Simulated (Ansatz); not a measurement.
**CsPbBr$_{3}$ in the cubic perovskite structure (space group Pm-3m, No. 221)**

```yaml
crystal:
  lattice:
    - [5.87207, 0.00000, 0.00000]
    - [0.00000, 5.87207, 0.00000]
    - [0.00000, 0.00000, 5.87207]
  atoms:
    - { symbol: Cs, position: [0.00000, 0.00000, 0.00000] }
    - { symbol: Pb, position: [0.50000, 0.50000, 0.50000] }
    - { symbol: Br, position: [0.00000, 0.50000, 0.50000] }
    - { symbol: Br, position: [0.50000, 0.50000, 0.00000] }
    - { symbol: Br, position: [0.50000, 0.00000, 0.50000] }
```

Computed with PBEsol/PAW in Ansatz (a program for electronic structure), no spin-orbit coupling. Settings: 6×6×6 k-points, 0.05 eV Fermi–Dirac smearing.

```json
{
 "volume_per_atom": "40.50 Å³",
 "density": "4.76 g/cm³",
 "band_gap": "1.43 eV, direct at R",
 "Electron mass (degenerate bands, along [100])": "0.077, 0.74, 0.74 mₑ",
 "hole_mass": "0.13 mₑ",
 "Lowest conduction-band minima above the VBM": "R along ⟨111⟩ 1.43 eV; Γ 2.88 eV",
 "total_energy": "-5111.295 eV/atom (σ→0; compares only within this code and set-up)"
}
```

Spin-orbit coupling, missing from the scalar runs, can matter with Pb. Masses are band curvatures over ±0.01 Å⁻¹ around the edge. No phonon test of stability was made. Many cubic perovskites are stable only at high temperature; tilts and polar distortions were not tested. This is not the structure that CsPbBr3 has at room temperature and ambient pressure.
